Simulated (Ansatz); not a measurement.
A periodic model of amorphous Ga24O39Sc2:

```xyz
65
Lattice="9.3251 -0.0126 0.1378 -0.0126 9.3014 0.0550 0.1378 0.0550 9.3485" Properties=species:S:1:pos:R:3 pbc="T T T"
Ga     2.5443     8.6554     0.3879
Ga     7.4934     4.6600     0.8667
Ga     0.7919     4.8532     2.7421
Ga     4.5626     7.1091     4.1649
Ga     0.0832     0.4192     2.2973
Ga     2.0984     5.9897     5.7002
Ga     7.3869     2.1190     4.4779
Ga     1.2828     8.4794     7.4098
Ga     5.6182     9.2266     6.3236
Ga     1.2229     2.5936     4.6192
Ga     7.3505     6.2438     7.1120
Ga     8.1885     0.9263     8.5094
Ga     7.5625     6.6782     3.4446
Ga     4.2685     3.3163     1.2428
Ga     5.9088     2.9740     6.8708
Ga     6.0369     7.7622     9.3317
Ga     4.1462     3.8317     4.5452
Ga     3.5564     6.0984     1.7023
Ga     1.0858     5.7441     8.8696
Ga     1.0446     2.6783     0.7340
Ga     4.2618     5.1377     7.7639
Ga     9.1003     3.5748     7.0280
Ga     3.0590     2.0812     7.5643
Ga     6.3279     1.4210     1.5909
O      8.7495     3.1593     5.1656
O      4.5483     1.4952     2.0895
O      3.0872     2.2549     4.4590
O      7.7230     1.4506     2.7847
O      7.6460     2.5329     7.6856
O      1.3584     2.5798     6.7172
O      4.0013     5.6969     5.3002
O      5.8943     3.1218     4.9408
O      1.7391     5.5752     1.3098
O      3.1219     7.3984     3.0421
O      7.2976     6.3456     9.3206
O      1.4585     4.7711     4.4844
O      1.2009     7.6316     9.0669
O      7.1706     0.4838     5.3574
O      2.6626     0.2648     7.9739
O      0.9767     3.0076     2.5498
O      6.7043     0.1122     0.2812
O      5.0515     1.3322     7.3335
O      9.2667     1.1761     0.5628
O      2.9168     2.7459     9.3964
O      8.8957     9.0962     7.3120
O      6.0648     7.7335     7.4261
O      1.9646     0.2927     1.7797
O      4.3168     5.0083     0.2656
O      9.1246     5.4544     7.3066
O      0.8427     0.7518     4.1124
O      5.8530     6.8351     2.8847
O      3.9892     3.5358     6.8035
O      8.7706     8.0759     3.1767
O      7.7160     6.8672     5.3256
O      6.0895     4.8666     7.2529
O      6.2663     3.2284     0.9701
O      4.1118     7.6596     0.5210
O      9.3760     4.1165     9.4739
O      3.9906     4.4242     2.7452
O      2.4945     5.7473     7.5508
O      4.4380     8.8089     4.9433
O      1.3951     7.6964     5.7441
O      8.2668     5.1713     2.5695
Sc     3.1950     0.4671     3.4233
Sc     8.8713     8.6078     5.2226
```

Computed with PBE, scalar-relativistic without spin-orbit coupling (plane waves to 420 eV, PAW; Ansatz, a first-principles code).

It comes from a melt-quench run on a machine-learned potential (CHGNet), relaxed afterwards by DFT. O atoms were pushed apart under 1.9 Å during the dynamics, to hinder bonds among them. The hot cell started wider than the set density and was brought back towards it in steps. It is the lowest in DFT energy of 2 quenches. It is a model cell: composition and starting density were chosen by hand, and all elements were melted together. No dispersion term was used. Its density started from a set value of 4.89 and ended at 4.89 g/cm³. Cooling (nominally 280 K/ps over its main leg) ran many orders faster than in experiment, which tends to leave more defects and strain. A cell of this size samples the disorder only roughly. The volume was held where the preparation left it and the shape relaxed, at a PBE pressure of -0.9 GPa (tension). Stress components on the final sampling reach 1.0 GPa.

Neighbours within Ga-Ga 2.68 Å, Ga-O 2.36 Å, Ga-Sc 3.05 Å, O-O 1.58 Å, O-Sc 2.60 Å, Sc-Sc 3.41 Å count as bonded. Two cations that share two anions don't count as bonded, nor two that share one unless they lie closer than Ga-Ga 2.61 Å, Ga-Sc 2.96 Å, Sc-Sc 3.32 Å.

Question: Give the coordination numbers, mean bond lengths and angles.

Answer: 
The mean coordination of Ga by anions is 4.42 (15 with 4, 8 with 5, 1 with 6), the mean coordination of O is 3.03 (1 with 2, 36 with 3, 2 with 4) and the mean coordination of Sc by anions is 6.00 (2 with 6). The mean Ga-O bond comes out as 1.926 Å (spread 0.085 Å, 106 counted) and the mean O-Sc bond comes out as 2.172 Å (spread 0.125 Å, 12 counted). The bond angle at Ga is mean 107.6°, spread 21.1°, the bond angle at O comes out as mean 116.5°, spread 16.2° and the bond angle at Sc is mean 104.2°, spread 29.0°.

Question: Which atoms depart from the most common coordination of their element?

Answer: Ga5 has 5 (O53 1.88 Å, O47 1.96 Å, O50 2.00 Å, O28 2.01 Å, O43 2.03 Å); Ga10 has 6 (O27 1.90 Å, O25 1.93 Å, O50 1.95 Å, O30 2.10 Å, O40 2.12 Å, O36 2.19 Å); Ga11 has 5 (O55 1.87 Å, O54 1.93 Å, O49 1.95 Å, O46 1.99 Å, O35 2.21 Å); Ga14 has 5 (O59 1.89 Å, O48 1.95 Å, O44 2.01 Å, O56 2.02 Å, O26 2.03 Å); Ga15 has 5 (O42 1.91 Å, O32 1.94 Å, O55 1.94 Å, O29 1.97 Å, O52 2.00 Å); Ga17 has 5 (O27 1.90 Å, O59 1.90 Å, O32 1.93 Å, O31 2.02 Å, O52 2.28 Å); Ga18 has 5 (O34 1.92 Å, O33 1.93 Å, O48 1.96 Å, O59 2.02 Å, O57 2.04 Å); Ga19 has 5 (O37 1.90 Å, O60 1.93 Å, O33 1.96 Å, O58 1.97 Å, O49 2.15 Å); Ga23 has 5 (O52 1.89 Å, O39 1.90 Å, O44 1.95 Å, O30 1.96 Å, O42 2.14 Å); O50 has 4 (Ga10 1.95 Å, Ga5 2.00 Å, Sc65 2.13 Å, Sc64 2.47 Å); O51 has 2 (Ga13 1.81 Å, Ga4 1.84 Å); O52 has 4 (Ga23 1.89 Å, Ga21 1.89 Å, Ga15 2.00 Å, Ga17 2.28 Å).

Question: List the pairs of like atoms that count as bonded by the rules above.

Answer: There are none by these rules.
